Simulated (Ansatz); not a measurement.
## ZnSe (model structure, started from the BeO type, P4₂/mnm, No. 136, 8 atoms in the cell): lattice parameter c by level of theory

No measured value is used here.

```json
[
 {"level (code)": "LDA (Ansatz)", "value (Å)": "___"},
 {"level (code)": "PBE (Ansatz)", "value (Å)": "___"},
 {"level (code)": "PBEsol (Ansatz)", "value (Å)": "4.001"},
 {"level (code)": "PBE-D3(BJ) (Ansatz)", "value (Å)": "4.033"},
 {"level (code)": "r²SCAN (Ansatz)", "value (Å)": "4.028"},
 {"level (code)": "r²SCAN+rVV10 (Ansatz)", "value (Å)": "4.020"}
]
```

Complete the blanks.


- LDA (Ansatz, a first-principles code), value (Å): 3.957
- PBE (Ansatz), value (Å): 4.064

Cutoffs differ between the levels. Ansatz's density-functional and Hartree–Fock values are scalar-relativistic unless marked +SOC, with PAW data made under PBE.

A model structure was made by putting elements into a prototype or built by hand; it is no filed structure, need not be a known phase, and can be a saddle point held by its symmetry.
